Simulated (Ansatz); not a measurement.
Seebeck coefficient (μV/K, mean over directions) of n-type ZnS (F-43m) against carrier density, r2SCAN with spin-orbit coupling, rigid bands (Ansatz, an electronic-structure program). Computed gap 2.77 eV; densities at which minority carriers matter at this gap, or further valleys turn the trend, are left out. Conductivity mass 0.21 mₑ (harmonic mean over directions), N_c = 2.3e18 cm⁻³ at 300 K.

```
electron density  300 K  500 K
----------------  -----  -----
1e16 cm⁻³          -682   -750
1e17 cm⁻³          -484   -552
1e18 cm⁻³             ?      ?
3e18 cm⁻³          -201      ?
1e19 cm⁻³          -117   -171
3e19 cm⁻³           -63   -101
1e20 cm⁻³           -31    -51
3e20 cm⁻³           -17    -28
```

Task: Some entries are withheld; supply them.

Result: 
- 1e18 cm⁻³, 300 K: -289
- 1e18 cm⁻³, 500 K: -355
- 3e18 cm⁻³, 500 K: -264

Rigid bands with a gap fixed in temperature, one relaxation time for all states, no polarons or phonon drag, and whether or not such doping can be reached. Geometry: cell and atoms relaxed with PBEsol.
